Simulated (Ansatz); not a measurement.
System: AgNO₃ (R3m, No. 160, 5 atoms in the cell; start mp-8196). Method: r²SCAN (PAW; Ansatz, a first-principles code).

Run with plane-wave cutoff 500 eV, 10×10×10 k mesh, Fermi–Dirac smearing 0.05 eV, no spin polarisation, scalar-relativistic PAW data made under PBE.

Cell (relaxed at this level):

```cif
data_Ag3N3O9
_chemical_formula_sum 'Ag3 N3 O9'
_space_group_name_H-M_alt 'R3m :H'
_space_group_IT_number 160
_space_group_name_Hall 'R 3 -2"'
_cell_length_a 5.08721
_cell_length_b 5.08721
_cell_length_c 8.16809
_cell_angle_alpha 90.000
_cell_angle_beta 90.000
_cell_angle_gamma 120.000
loop_
_atom_site_label
_atom_site_type_symbol
_atom_site_symmetry_multiplicity
_atom_site_Wyckoff_symbol
_atom_site_fract_x
_atom_site_fract_y
_atom_site_fract_z
_atom_site_occupancy
Ag1 Ag 3 a 0.00000 0.00000 0.99486 1
N1 N 3 a 0.00000 0.00000 0.57484 1
O1 O 9 b 0.19099 0.38198 0.24389 1
```
(The calculation used a cell of 5 atoms; values per cell refer to that cell.)

**Question.** Give the computed band gap.

**Answer.** 
- band gap = 2.08 eV (on the SCF k mesh)

Note: the relaxation could not lower the start's symmetry, so the cell can be a saddle point above a distorted one.

Spin–orbit coupling is not included.

A start named mp-… is a Materials Project structure, which need not be a measured phase.
